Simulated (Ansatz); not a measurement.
# NH2 on the (0001) surface of wurtzite GaN (2x2 N adatom at H3; a constructed slab, bottom: 3 H on 4 bottom sites), one in a cell of 36 Å², started at the site 'over Ga at depth 1.1 Å #2'

Host crystal: wurtzite GaN, with a band gap (PBE, scalar-relativistic without spin-orbit coupling).

Computed with r2SCAN, at the PBE geometry and the start's symmetry (plane waves to 500 eV, PAW; Ansatz, an electronic-structure program).

Set-up: 47 atoms, 13.4 Å thick at the start with caps and adatoms under the adsorbate (thin: gaps and levels are the slab's own); mesh 4x4x1; 0.01 eV smearing; dipole correction on; single point; no symmetry held, on the structure that PBE left; spin-polarised, ending with about 1.0 μB a cell; orders that need a larger cell were not tried, no spin-orbit, no U, no dispersion correction. The program's check for a lower electronic state was not made. It is one chosen start, not shown to be the lowest state of the adsorbate.

The energy of the end state, in which the adsorbate broke or entered a bond of the host, against NH3(g) − ½ H2(g) at the same level is 0.12 eV. The gap of the slab on its k-mesh is 1.50 eV and the highest filled level below the top vacuum level is 6.02 eV. The change of the step from the bottom to the top vacuum level, against the clean slab comes out as -0.66 eV and the height of the binding atom over the mean of the host atoms within 0.3 Å of the top one is 0.826 Å. The magnetic moment of the cell is 1.00 μB and the caution is the clean host was not checked against rearrangement in a larger or rattled cell.

A negative adsorption energy means that the adsorbate is more stable on the surface than in its reference.
